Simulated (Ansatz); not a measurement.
The starting structures come from a database of crystals and need not be the phases stable at ambient conditions.

 Where the default PAW files enter, the runs use the earlier of Ansatz's two default sets.

Tunnelling through a barrier is set by its complex band structure: the current falls as exp(−2κd) with the smallest κ.

```xyz
8
Lattice="4.0695 0.0000 0.0000 0.0000 4.0695 0.0000 0.0000 0.0000 8.8245" Properties=species:S:1:pos:R:3 pbc="T T T"
La     0.0000     2.0348     7.5889
La     2.0348     0.0000     1.2356
Cu     2.0348     2.0348     4.4123
Cu     0.0000     0.0000     4.4123
Se     0.0000     2.0348     2.9191
Se     2.0348     0.0000     5.9055
O      2.0348     2.0348     0.0000
O      0.0000     0.0000     0.0000
```

Space group of this cell: P4/nmm. The cell is taken as given; by r2SCAN its mean pressure is -0.9 GPa.

Transport runs along the normal of the first two printed cell vectors, the (001) plane of the conventional cell.

No gap correction and no spin-orbit coupling; mid-gap values are interpolated between computed energies.

### Question
Predict the band gap and the smallest decay constant κ at mid-gap from r2SCAN in Ansatz (a quantum-chemistry and plane-wave program).

### Answer
Gap 1.88 eV on a 8×8×4 mesh; κ = 0.231 1/Å, at the zone centre.
